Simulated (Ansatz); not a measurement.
Results of r²SCAN+rVV10 (PAW; Ansatz, a first-principles code) for BeS (model structure, started from the CdTe type, P6₄22, No. 181, 6 atoms in the cell).

Run with plane-wave cutoff 560 eV, 12×12×4 k mesh (along the axes of the cell as run), Fermi–Dirac smearing 0.01 eV, scalar-relativistic PAW data made under PBE.

Cell (relaxed at this level):

```xyz
6
Lattice="3.4425 0.0000 0.0000 -1.7213 2.9813 0.0000 0.0000 0.0000 7.8186" Properties=species:S:1:pos:R:3 pbc="T T T"
Be    -0.8606     1.4906     5.2124
Be     0.8606     1.4907     0.0000
Be     1.7212     0.0000     2.6062
S     -0.8606     1.4907     1.3031
S      0.8606     1.4907     3.9093
S      1.7213     0.0000     6.5155
```

Q: Estimate the band gap and direct gap at Γ that the calculation returns.

A: 
- band gap: 3.14 eV (on the SCF k mesh)
- direct gap at Γ: 4.66 eV

Note: the relaxation could raise the start's symmetry but not lower it, so the cell can be a saddle point.

A model structure was made by putting elements into a prototype or built by hand; it is no filed structure, need not be a known phase, and can be a saddle point held by its symmetry.
